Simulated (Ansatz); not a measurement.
The parent structure is Pd in the fcc (Cu type) structure (space group Fm-3m, No. 225; a = 3.841 Å; relaxed with 0.1 eV smearing). Axes: x, y, z lie along the cube axes.

Level of theory: LDA, PAW, 420 eV (Ansatz, a program for electronic structure; without spin-orbit coupling).

Before the change:

| Item | Result |
|---|---|
| Pressure | 0.0 GPa |

Modification: biaxial strain +2.50 %, plane normal [001], relaxed out of plane (Cartesian); in-plane vectors clamped, the third vector and the atoms free.

**Question.** What happens to the out-of-plane strain?

**Answer.** The out-of-plane strain is -3.74 %.

**Question.** What happens to the pressure?

**Answer.** The pressure (mean of the normal stresses, compression positive) goes from zero to -2.3 GPa.

Stability against distortions was not tested. The final runs are not spin-polarised.
